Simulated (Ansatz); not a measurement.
Ansatz (an electronic-structure program) run on HfCo2 (Fd-3m, 6 atoms in the cell): self-consistent single point.

Method: PBEsol, PAW files made with PBE (plane waves; Ansatz).

The change in words: lattice scaled by 0.98. Reference geometry:
```xyz
6
Lattice="0.0000 3.4063 3.4063 3.4063 0.0000 3.4063 3.4063 3.4063 0.0000" Properties=species:S:1:pos:R:3 pbc="T T T"
Hf     3.4063     3.4063     3.4063
Hf     5.1094     5.1094     5.1094
Co     0.8516     0.8516     0.8516
Co     0.8516     2.5547     2.5547
Co     2.5547     2.5547     0.8516
Co     2.5547     0.8516     2.5547
```
Moments meant for the start (each program seeds them in its own way; μB, in the order of the atoms Hf Hf Co Co Co Co): 1.0 1.0 3.0 3.0 3.0 3.0.

Reference input (self-consistent single point, DFT, PBEsol, plane waves, PAW files made with PBE): kpoints.mp_grid.grid = 7 7 7; hamiltonian.xc = pbesol; hamiltonian.pseudopotentials = {kind: paw} (an earlier, softer set of the program's PAW files); magnetization.spin_polarized = true; scf.occupations.method = fermi_dirac; scf.occupations.width = 0.1 eV. This run's input differs from it in these lines:

```diff
@@ -3,5 +3,5 @@
   lattice:
-    - [0.000000, 3.406268, 3.406268]
-    - [3.406268, 0.000000, 3.406268]
-    - [3.406268, 3.406268, 0.000000]
+    - [0.000000, 3.338143, 3.338143]
+    - [3.338143, 0.000000, 3.338143]
+    - [3.338143, 3.338143, 0.000000]
   atoms:
```

The program printed (abridged):

```
SCF iter   1: F=—  HF=-51580.384778 eV  |F-HF|=—  |Δ(HF+E_count)|=         —  Δρ=3.11e-1 (↑3.11e-1 ↓8.74e-2)  dr2=3.37e1  dr2_m=2.48e1  M=4.095 μB ∫|m|=4.598 μB  β_m=0.30  ethr=3.10e-3  ⟨swp⟩=5.8  Hψ=11278  notcnv=0  defer=5
Mixer restart at iter 1: flushing history
all-band conjugate gradients solve this SCF's bands
preconditioner: auto → Kerker (q_TF=auto, 2.955 Å⁻¹)
   [... lines left out ...]
SCF iter  15: F=—  HF=-51572.027741 eV  |F-HF|=—  |Δ(HF+E_count)|=   3.26e-9  Δρ=9.73e-7 (↑5.58e-7 ↓9.73e-7)  dr2=1.43e-9  dr2_m=3.42e-11  M=0.000 μB ∫|m|=0.000 μB  β_m=0.95  ethr=3.09e-11  ⟨swp⟩=2.6  Hψ=4997  notcnv=0  defer=300
SCF iter  16: F=-51572.027741 eV  HF=-51572.027741 eV  |F-HF|=1.14e-9  |Δ(HF+E_count)|=  2.62e-10  Δρ=6.04e-7 (↑6.04e-7 ↓5.70e-7)  dr2=1.02e-9  dr2_m=2.98e-13  M=0.000 μB ∫|m|=0.000 μB  ethr=1.19e-12  ⟨swp⟩=11.8  Hψ=18256  notcnv=0
SCF 1 converged in 16 iterations: F = -51572.027741 eV  dr2 = 1.02e-9
WARN: the starting moments were not kept: the SCF closed with an absolute magnetisation of 8.1e-6 μB, where they sum to 14 μB in size (6 sites) …
Magnetization: 0.0000 μB (60.0000 up, 60.0000 down)
   [... lines left out ...]
Absolute magnetization: 0.0000 μB (∫|ρ↑−ρ↓|, with the PAW one-centre terms)
Free energy (F): -51572.027741 eV
Fermi energy:    21.940614 eV
   [... lines left out ...]
  atom   1  Hf     0.00000000     0.00000000     0.00000000
   [... zero for the other atoms too ...]
--- Stress (GPa, compression-positive) ---
       10.295979       0.000000      -0.000000
        0.000000      10.295979      -0.000000
        0.000000       0.000000      10.295979
  P = ⅓ Tr σ = 10.2960 GPa (102.960 kbar)
  The stress holds the Pulay correction. Without it, at fixed plane waves, as pw.x and ABINIT print it: P = 10.1673 GPa
```

The run converged in 16 iterations. Against the reference run the free energy goes up by 14.4 meV/atom, the pressure goes from -3.35 to 10.30 GPa and the size of the net moment goes from 0.15 to 0.00 μB/atom.

The starting cell comes from a database of computed structures (which also holds hypothetical and non-ambient phases and stackings), without a prior relaxation at this level. Its lattice was rescaled by a random factor within 2.5 % of one. For this run, on top of that: lattice scaled by 0.98. The starting moments vanished: the run ended non-magnetic, which need not be the lowest state. The program warned that a starting moment was not kept. With a pressure of about 10 GPa the cell is away from its equilibrium volume at this level. Ansatz's pressure includes its estimate of the finite-basis (Pulay) stress.

Cost on one core of a shared machine: roughly 60 s.

Keys are those of Ansatz 0.2.
